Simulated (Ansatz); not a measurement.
# Element substitutions in ZnS

Start from ZnS in the wurtzite structure (space group P6_3mc, No. 186).

```yaml
crystal:
  lattice:
    - [3.80610, 0.00000, 0.00000]
    - [-1.90305, 3.29618, 0.00000]
    - [0.00000, 0.00000, 6.24474]
  atoms:
    - { symbol: Zn, position: [0.66667, 0.33333, 0.99975] }
    - { symbol: Zn, position: [0.33333, 0.66667, 0.49975] }
    - { symbol: S, position: [0.66667, 0.33333, 0.62545] }
    - { symbol: S, position: [0.33333, 0.66667, 0.12545] }
```

Each row replaces one element on all its sites; cell and atoms are relaxed.

The values are results of r2SCAN (Ansatz, a program for electronic structure; PAW; 500 eV plane waves; without spin-orbit coupling), not measurements.

Q: Only one of these keeps the space group of the base. Which?
(A) S → Pd
(B) S → Ir
(C) S → O

A: C, S → O. Computed: S → Ir: P6_3/mmc (No. 194); S → Pd: P6_3/mmc (No. 194); S → O: P6_3mc (No. 186)

Whether these cells are dynamically stable was not tested. As relaxed here, ZnIr and ZnPd are hypothetical phases, not in the database extracts checked. The final runs are not spin-polarised. ZnIr has a high density of states at the Fermi level and may be magnetic at this level.
